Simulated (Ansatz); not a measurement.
# NH3 on the 1x1 (10-10) surface of wurtzite GaN (cut with top plane Ga + N), one in a 2x1 cell, started at the site 'hollow Ga'

Host crystal: wurtzite GaN, with a band gap (PBE, scalar-relativistic without spin-orbit coupling).

The numbers are results of HSE06, at the PBE geometry (plane waves to 420 eV, PAW; Ansatz, a program for electronic structure), not measurements.

Set-up: 36 atoms, 9.3 Å thick at the start under the adsorbate (thin: gaps and levels are the slab's own); mesh 3x3x1; 0.01 eV smearing; dipole correction on; single point; no symmetry held, on the structure that PBE left; no spin, no spin-orbit, no U, no dispersion correction. At the end it is bonded to Ga. In PBE it is, or lies within 0.03 eV of, the lowest of the starts that converged; the order may differ at this level.

| Property | Result |
|---|---|
| adsorption energy against NH3(g) at the same level | -1.27 eV |
| change of the step from the bottom to the top vacuum level, against the clean slab | -2.18 eV |
| height of the binding atom over the mean of the host atoms within 0.3 Å of the top one | 1.695 Å |
| nearest host atoms of the binding atom | Ga at 2.08 Å, N at 2.77 Å, N at 3.07 Å |
| note | in the relaxation the adsorbate left its starting site by 1.3 Å |
| cost | very roughly 60 core-minutes |

A negative adsorption energy means that the adsorbate is more stable on the surface than in its reference.
